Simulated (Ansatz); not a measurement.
System: SnC (model structure, started from the zincblende type, F-43m, No. 216, 2 atoms in the cell). Method: PBE-D3(BJ) (PAW; Ansatz, a quantum-chemistry and plane-wave program).

Numerical settings: plane-wave cutoff 520 eV, 12×12×12 k mesh, Fermi–Dirac smearing 0.01 eV, scalar-relativistic PAW data made under PBE.

Cell (relaxed at this level):

SnC has the cubic space group F-43m (No. 216), the zinc blende structure, Pearson symbol cF8. Lattice parameters: a = b = c = 5.049 Å, α = β = γ = 90.00°. C on 4c is surrounded by 4 Sn at 2.186 Å (tetrahedral). Sn on 4a sees 4 C at 2.186 Å (tetrahedral). (Neighbours: up to the widest gap in distance over summed covalent radii, below 1.35, at either atom; cation-cation and far metal-metal contacts left out.)
(The calculation used a cell of 2 atoms; values per cell refer to that cell.)

Question: Estimate the band gap that the calculation returns.

Answer: 
* **band gap**: 0.75 eV

Note: the relaxation could raise the start's symmetry but not lower it, so the cell can be a saddle point.

Spin–orbit coupling is not included.

Cost on a shared machine: very roughly 4 core-seconds.

A model structure was made by putting elements into a prototype or built by hand; it is no filed structure, need not be a known phase, and can be a saddle point held by its symmetry.
